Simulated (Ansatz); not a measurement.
Take InAgTe2 in the chalcopyrite structure (space group I-42d, No. 122; a = 6.432 Å, c = 12.766 Å) as the base. Axes: x, y, z lie along a, b, c of the conventional cell.

All numbers come from Ansatz (a first-principles code) PBEsol, no spin-orbit coupling.

Modification: biaxial strain −2.25 %, plane normal [001], relaxed out of plane (Cartesian); in-plane vectors clamped, the third vector and the atoms free.

Question: What happens to the ratio −ε⊥/ε∥?

Answer: The ratio −ε⊥/ε∥ is 1.37.

Question: What does the calculation give for the energy relative to the base after the change?

Answer: The energy goes up by 4.4 meV/atom.

Whether these cells are dynamically stable was not tested.
